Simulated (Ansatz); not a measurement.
The starting structures come from a database of crystals and need not be the phases stable at ambient conditions.

Inside the gap of an insulator the Bloch states are evanescent, with a wavenumber k + iκ along the transport direction.

Data:

```xyz
16
Lattice="6.1471 0.0006 -0.0011 -0.0008 7.5895 0.0075 0.0008 -1.7760 3.2095" Properties=species:S:1:pos:R:3 pbc="T T T"
Sr     3.8735     4.3633     2.4136
Sr     2.2736     1.4564     0.8054
H      0.7429     5.1826     1.9877
H      5.4042     1.5307     1.7257
H      0.7423     6.2132     0.1255
H      5.4040     2.2764     0.3785
H      5.9629     4.3687     0.3198
H      0.1842    -0.3147     1.9221
H      1.8218     4.3918     0.3337
H      4.3253    -0.2907     1.9343
O      1.3185     5.0895     2.8160
O      4.8286     2.1831     1.2069
O      5.7955     5.2068     0.7837
O      0.3516     0.5235     2.3858
O      2.6836     3.9980     0.1155
O      3.4635    -0.6847     1.7164
```

Space group of this cell: Pmc2_1. The cell was relaxed by PBE-D3(BJ); by PBEsol its mean pressure is -0.8 GPa.

Transport runs along the normal of the first two printed cell vectors.

No gap correction and no spin-orbit coupling; mid-gap values are interpolated between computed energies.

Problem. State the band gap and the smallest decay constant κ at mid-gap according to Ansatz (a program for electronic structure) with PBEsol.

Solution. Gap 4.32 eV on a 6×10×10 mesh; κ = 0.373 1/Å, at the zone centre.
